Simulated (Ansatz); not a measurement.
Base system: S (space group P3_221, No. 154; a = 7.565 Å, c = 4.365 Å; a cell from a computed database, its experimental status unchecked; made of chains). Axes: x lies along a and z along c of the hexagonal cell.

Calculations: Kohn–Sham DFT with the PBEsol functional, run in Ansatz (an electronic-structure program) with PAW and 420 eV plane waves, scalar-relativistic without spin-orbit coupling.

Before the change:

- Pressure = 0.00 GPa
- Band gap = 1.85 eV
- Gap character = indirect, H → L

Modification: compressive biaxial strain of 4.45 % in the plane normal to [001], as in epitaxy on a mismatched substrate; the out-of-plane cell vector and the atoms relax.

**Question.** Estimate the effect on the pressure.

**Answer.** The pressure (mean of the normal stresses, compression positive) goes from zero to 0.64 GPa.

**Question.** Estimate the effect on the out-of-plane strain.

**Answer.** The out-of-plane strain is +0.22 %.

**Question.** Estimate the effect on the band gap.

**Answer.** The band gap falls by 0.26 eV, from 1.85 eV to 1.59 eV.

**Question.** Predict the new gap character.

**Answer.** The gap character changes from indirect, H → L to indirect, Γ–A (67 % along) → L.

Whether these cells are dynamically stable was not tested. No dispersion term is included in the PBEsol runs. This is not the structure that S has at room temperature and ambient pressure.
